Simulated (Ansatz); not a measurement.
## Response to strain in MgO

Consider MgO in the rock salt structure (space group Fm-3m, No. 225; a = 4.204 Å). Axes: x, y, z lie along the cube axes.

Strains are applied to the cell and any free atomic positions relax; under biaxial strain the out-of-plane vector relaxes too.

Calculations: r2SCAN in Ansatz (plane waves to 500 eV, PAW, without spin-orbit coupling).

Candidates:
(a) uniaxial strain ε_zz = +2.37 %
(b) tensor shear ε_xz = −0.69 %
(c) biaxial strain +2.82 %, plane normal [001], relaxed out of plane

Notes on the quantities. energy relative to the base: free energy F.

Order them by energy relative to the base, highest first.

(c) biaxial strain +2.82 %, plane normal [001], relaxed out of plane (+14 meV/atom), (a) uniaxial strain ε_zz = +2.37 % (+4.6 meV/atom), (b) tensor shear ε_xz = −0.69 % (+0.9 meV/atom)

No phonon test of stability was made.

Ansatz is a program for electronic structure.
